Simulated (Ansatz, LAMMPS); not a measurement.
## Si well of 20 atomic layers along [001] in random Si0.8Ge0.2, interfaces graded over 8 layers

Cell 16.58 × 16.58 × 60.26 Å, Si711Ge81, 792 atoms. Prepared with Tersoff's 1989 multicomponent potential (SiCGe.tersoff) (LAMMPS): minimisation. 

These are PBE, support functions at accuracy medium on the grid of 370 eV (norm-conserving potentials; Ansatz, a first-principles code) values and carry that method's errors.

Basis: localised support functions (accuracy medium) on a full density matrix. k-points: zone centre alone; occupations: Fermi-Dirac, 0.010 eV; spin polarisation not allowed. Spin-orbit coupling is left out.

| Property | Result |
|---|---|
| Kohn-Sham gap of the cell on its k-mesh | 0.46 eV |
| weight of the highest filled level on the well | 0.40 |
| weight of the lowest empty level on the well | 0.94 |
| coordination (neighbours within 2.851 Å) | 100.0 % 4-fold |
| Ge-Ge bonds, mean ± spread | 2.467 ± 0.006 Å |
| Ge-Si bonds, mean ± spread | 2.420 ± 0.005 Å |
| Si-Si bonds, mean ± spread | 2.378 ± 0.004 Å |
| bond angles, mean ± spread | 109.5° ± 0.8° |
| pressure | -0.80 GPa |
| cost of the final run | roughly 70 core-minutes, 14 SCF iterations, 16 GiB |
